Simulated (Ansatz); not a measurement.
Here is the system:

```
CeO2
1.0
    0.00000     2.69902     2.69902
    2.69902     0.00000     2.69902
    2.69902     2.69902     0.00000
Ce O
1 2
Cartesian
  0.00000   0.00000   0.00000
  1.34951   1.34951   1.34951
  4.04852   4.04852   4.04852
```

No spin polarisation.

Calculations: Ansatz (an electronic-structure program) PBEsol, no SOC. k-mesh 11×11×11 (Γ-centred); smearing 0.05 eV (Fermi–Dirac).

### Question
Predict the smallest direct gap, gap character and band gap.

### Answer
Smallest direct gap: 2.08 eV
Gap character: indirect, a point along ⟨110⟩, about 0.9 Å⁻¹ from Γ → L
Band gap: 1.98 eV

Whether these cells are dynamically stable was not tested. Seeded moments were not kept for Zr → Ce. All final runs are without spin polarisation. The cell was made from ZrO2 by this change: Zr → Ce.
